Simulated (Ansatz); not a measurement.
Start from SiC in the zinc blende structure (space group F-43m, No. 216).

```yaml
crystal:
  lattice:
    - [0.00000, 2.17817, 2.17817]
    - [2.17817, 0.00000, 2.17817]
    - [2.17817, 2.17817, 0.00000]
  atoms:
    - { symbol: Si, position: [0.00000, 0.00000, 0.00000] }
    - { symbol: C, position: [0.25000, 0.25000, 0.25000] }
```

Level of theory: r2SCAN (Ansatz, a first-principles code; PAW; 500 eV plane waves; scalar-relativistic without spin-orbit coupling).

Before the change:

| Item | Result |
|---|---|
| Volume per atom | 10.33 Å³ |
| Band gap | 1.71 eV |

One thing is altered: cell and atoms relaxed at a pressure of 15 GPa.

Problem. Predict the new volume per atom.

Solution. The volume per atom falls by 0.59 Å³ to 9.74 Å³.

Problem. How does this affect the band gap?

Solution. The band gap decreases by 0.04 eV, from 1.71 eV to 1.67 eV.

Load acts through the strain it causes; cell and atoms are relaxed under it. Stability against distortions was not tested. No other phases were tried under pressure.
